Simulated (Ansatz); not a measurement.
## A computed series for ZrS2: pressure series

The parent structure is ZrS2 in the CdI2 type structure (space group P-3m1, No. 164; layered, stacked along the Cartesian z axis).

```xyz
3
Lattice="3.6743 0.0000 0.0000 -1.8372 3.1820 0.0000 0.0000 0.0000 5.8603" Properties=species:S:1:pos:R:3 pbc="T T T"
Zr     0.0000     0.0000     0.0000
S      0.0000     2.1214     1.4425
S      1.8372     1.0607     4.4178
```

Cell and atoms are relaxed at each pressure.

Level of theory: r2SCAN+rVV10 (Ansatz, a first-principles code, PAW, scalar-relativistic without spin-orbit coupling).

Two rows of this table had their results exchanged by mistake.

```tsv
pressure	volume per atom (Å³)	shortest distance (Å)	band gap
pressure −1 GPa	21.27	2.548	0.83 eV
pressure 0.3 GPa	22.62	2.564	1.12 eV
pressure 1.5 GPa	21.92	2.556	0.98 eV
pressure 3 GPa	23.91	2.572	1.34 eV
pressure 5 GPa	20.60	2.538	0.66 eV
pressure 7.5 GPa	19.93	2.527	0.49 eV
pressure 10 GPa	19.38	2.516	0.33 eV
```

Q: Which two?

A: The rows for pressure −1 GPa and pressure 3 GPa: the volume has to fall steadily with pressure, so 23.91 Å³ belongs to pressure −1 GPa and 21.27 Å³ to pressure 3 GPa.

Load acts through the strain it causes; cell and atoms are relaxed under it. Whether these cells are dynamically stable was not tested. No other phases were tried under pressure.
